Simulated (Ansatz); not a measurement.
LiF, response to strain

Consider LiF in the CsCl type structure (space group Pm-3m, No. 221; a = 2.5165 Å; a model cell, its experimental status unchecked). Axes: x, y, z lie along the cube axes.

Strains are applied to the cell and any free atomic positions relax.

Level of theory: r2SCAN in Ansatz (plane waves to 500 eV, PAW, no spin-orbit coupling).

Candidates:
(a) uniaxial strain ε_zz = +0.65 %
(b) isotropic strain −1.84 %
(c) uniaxial strain ε_xx = −5.95 %
(d) strain tensor (xx, yy, zz, yz, xz, xy) = (−0.15, −1.08, +0.54, +0.40, +0.81, +0.34) %

Before the change:

```
Property    Value
--------  -------
Band gap  8.91 eV
```

### Question
Order them by band gap, highest first.

### Answer
(b) isotropic strain −1.84 % (9.43 eV), (c) uniaxial strain ε_xx = −5.95 % (9.08 eV), (d) strain tensor (xx, yy, zz, yz, xz, xy) = (−0.15, −1.08, +0.54, +0.40, +0.81, +0.34) % (8.91 eV), (a) uniaxial strain ε_zz = +0.65 % (8.83 eV)

Stability against distortions was not tested. This is not the structure that LiF has at room temperature and ambient pressure.

Ansatz is an electronic-structure program.
